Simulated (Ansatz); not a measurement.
Take NaI in the rock salt structure (space group Fm-3m, No. 225) as the base.

```
CELL_PARAMETERS angstrom
      0.00000     3.20105     3.20105
      3.20105     0.00000     3.20105
      3.20105     3.20105     0.00000
ATOMIC_POSITIONS crystal
  Na 0.00000 0.00000 0.00000
  I  0.50000 0.50000 0.50000
```

Cartesian axes are those of the cell as printed.

Calculations: Kohn–Sham DFT with the PBEsol functional, run in Ansatz (a program for electronic structure) with PAW and 420 eV plane waves, without spin-orbit coupling.

For the base:

| Property | Value |
|---|---|
| Valence-band top at Γ | 0.00, 0.00, 0.00 eV |
| Band gap | 3.60 eV |
| Electron mass | 0.26 mₑ (at Γ) |

One thing is altered: the cell is stretched by 2.00 % along z with no lateral relaxation; the atoms relax in the strained cell.

Question: Predict the new valence-band top at Γ, band gap, stress and electron mass.

Answer: The valence-band top at Γ (three highest levels, from the VBM) becomes 0.00, -0.02, -0.02 eV (base: 0.00, 0.00, 0.00 eV); the band gap shrinks by 0.07 eV to 3.53 eV; the stress (xx, yy, zz, yz, xz, xy; compression positive) is (-0.14, -0.14, -0.62, 0.00, 0.00, 0.00) GPa; the electron mass is still 0.26 mₑ (at Γ).

With I present, leaving out spin-orbit coupling can change the band edges. Effective masses come from finite differences of ±0.01 Å⁻¹. Whether these cells are dynamically stable was not tested.
